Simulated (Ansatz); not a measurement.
Base system: HgSe in the zinc blende structure (space group F-43m, No. 216).

```
HgSe
1.0
    0.00000     3.06639     3.06639
    3.06639     0.00000     3.06639
    3.06639     3.06639     0.00000
Hg Se
1 1
Direct
  0.00000   0.00000   0.00000
  0.25000   0.25000   0.25000
```

Cartesian axes are those of the cell as printed.

Level of theory: plane-wave PAW DFT at the PBEsol level (Ansatz, a quantum-chemistry and plane-wave program, 420 eV), spin-orbit coupling left out.

Base values:

| Property | Value |
|---|---|
| Pressure | 0.0 GPa |
| Shortest interatomic distance | 5.018 bohr |
| Band gap | zero |

Now apply this change: the cell is stretched by 2.50 % along z with no lateral relaxation, atoms relaxed at fixed cell.

Q: Estimate the effect on the energy relative to the base, pressure, shortest interatomic distance and band gap.

A: The energy rises by 3.3 meV/atom; the pressure (mean of the normal stresses, compression positive) goes from zero to -1.2 GPa; the shortest interatomic distance grows by 0.042 bohr (5.018 bohr → 5.060 bohr); the band gap remains zero.

The mesh was chosen for an insulator and is coarse for the gapless case. With Hg present, leaving out spin-orbit coupling can change the band edges. The cells carry an imposed strain or load. Stability against distortions was not tested. The final runs are not spin-polarised. The zero or small gap of HgSe can change with the level of theory.
